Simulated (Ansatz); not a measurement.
The parent structure is Ag in the fcc (Cu type) structure (space group Fm-3m, No. 225).

```
Ag
1.0
    0.00000     2.02719     2.02719
    2.02719     0.00000     2.02719
    2.02719     2.02719     0.00000
Ag
1
Direct
  0.00000   0.00000   0.00000
```

All numbers come from PBEsol (Ansatz, a program for electronic structure), no SOC.

For the base:

```
Item                             Result
-------------------  ------------------
Largest site moment             0.00 μB
Magnetic state       not spin-polarised
```

Perturbation: Ni takes the place of Ag on all its sites, then cell and atoms are relaxed.

**Question.** What happens to the largest site moment and magnetic state?

**Answer.** The largest site moment goes from zero to 0.65 μB; the magnetic state goes from not spin-polarised to ferromagnetic.

Other magnetic orders, which the real material may have, were not ruled out. Whether these cells are dynamically stable was not tested.
